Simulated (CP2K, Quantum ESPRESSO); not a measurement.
A CP2K input for a self-consistent single point of Ga2HgTe4 (I-4, 7 atoms in the cell) (DFT LDA (Pade form), GPW, DZVP-MOLOPT-SR-GTH basis, GTH-PADE potentials (GTH_POTENTIALS)):

```
&GLOBAL
  PROJECT calc
  RUN_TYPE ENERGY_FORCE
  PRINT_LEVEL MEDIUM
&END GLOBAL
&FORCE_EVAL
  METHOD Quickstep
  STRESS_TENSOR ANALYTICAL
  &DFT
    BASIS_SET_FILE_NAME BASIS_MOLOPT
    POTENTIAL_FILE_NAME GTH_POTENTIALS
    &QS
      METHOD GPW
      EPS_DEFAULT 1E-11
    &END QS
    &MGRID
      CUTOFF 600
      REL_CUTOFF 40
      NGRIDS 5
    &END MGRID
    &SCF
      SCF_GUESS ATOMIC
      EPS_SCF 1E-7
      MAX_SCF 100
      ADDED_MOS 11
      &DIAGONALIZATION
        ALGORITHM STANDARD
      &END DIAGONALIZATION
      &MIXING
        METHOD BROYDEN_MIXING
        ALPHA 0.4
        NBUFFER 10
        BETA 1
      &END MIXING
      &SMEAR ON
        METHOD FERMI_DIRAC
        ELECTRONIC_TEMPERATURE [K] 116.05
      &END SMEAR
    &END SCF
    &KPOINTS
      SCHEME MONKHORST-PACK 3 3 3
    &END KPOINTS
    &XC
      &XC_FUNCTIONAL PADE
      &END XC_FUNCTIONAL
    &END XC
    &PRINT
      &MO
        EIGENVALUES T
        OCCUPATION_NUMBERS T
        NDIGITS 8
        FILENAME mo
        &EACH
          QS_SCF 0
        &END EACH
        ADD_LAST NUMERIC
      &END MO
      &MULLIKEN ON
      &END MULLIKEN
    &END PRINT
  &END DFT
  &SUBSYS
    &CELL
      ABC 7.39926400 7.39926485 7.39926448
      ALPHA_BETA_GAMMA 130.43457792 130.43457488 72.71297166
      PERIODIC XYZ
    &END CELL
    &COORD
      SCALED
      Ga       0.50000000     0.50000000     0.00000000
      Ga       0.25000000     0.75000000     0.50000000
      Hg       0.00000000     0.00000000     0.00000000
      Te       0.60794000     0.13692000     0.02048000
      Te       0.86308000     0.88356000     0.47102000
      Te       0.11644000     0.58746000     0.97952000
      Te       0.41254000     0.39206000     0.52898000
    &END COORD
    &KIND Ga
      BASIS_SET DZVP-MOLOPT-SR-GTH-q13
      POTENTIAL GTH-PADE-q13
    &END KIND
    &KIND Hg
      BASIS_SET DZVP-MOLOPT-SR-GTH-q12
      POTENTIAL GTH-PADE-q12
    &END KIND
    &KIND Te
      BASIS_SET DZVP-MOLOPT-SR-GTH-q6
      POTENTIAL GTH-PADE-q6
    &END KIND
  &END SUBSYS
  &PRINT
    &FORCES ON
    &END FORCES
    &STRESS_TENSOR ON
    &END STRESS_TENSOR
  &END PRINT
&END FORCE_EVAL
```

Question: Give the Quantum ESPRESSO input for the same structure, mesh, smearing and functional.

Answer: One input that does it (others would too):

```fortran
&CONTROL
  calculation = 'scf',
  prefix = 'ga2hgte4',
  outdir = './tmp/',
  pseudo_dir = './',
  tprnfor = .true.,
  tstress = .true.,
/
&SYSTEM
  ibrav = 0,
  nat = 7,
  ntyp = 3,
  ecutwfc = 50,
  ecutrho = 250,
  occupations = 'smearing',
  smearing = 'fermi-dirac',
  degauss = 0.000734986,
/
&ELECTRONS
  conv_thr = 1.0d-9,
  mixing_beta = 0.7,
/
ATOMIC_SPECIES
Ga    69.7230  ga_lda_v1.4.uspp.F.UPF
Hg   200.5920  hg_lda_v1.uspp.F.UPF
Te   127.6000  te_lda_v1.uspp.F.UPF
ATOMIC_POSITIONS {crystal}
Ga    0.50000000    0.50000000    0.00000000
Ga    0.25000000    0.75000000    0.50000000
Hg    0.00000000    0.00000000    0.00000000
Te    0.60794000    0.13692000    0.02048000
Te    0.86308000    0.88356000    0.47102000
Te    0.11644000    0.58746000    0.97952000
Te    0.41254000    0.39206000    0.52898000
K_POINTS {automatic}
3 3 3  0 0 0
CELL_PARAMETERS {angstrom}
  -3.10161000     3.10161000     5.95895500
   3.10161000    -3.10161000     5.95895500
   3.10161000     3.10161000    -5.95895500
```

Basis, cutoffs, solver keys and any potentials are the target program's own. This input uses DFT, LDA (PZ), plane waves, GBRV 1.5 ultrasoft (LDA) pseudopotentials. LDA parametrisations can differ slightly between programs.

The starting cell comes from a database of computed structures (which also holds hypothetical and non-ambient phases and stackings), without a prior relaxation at this level.
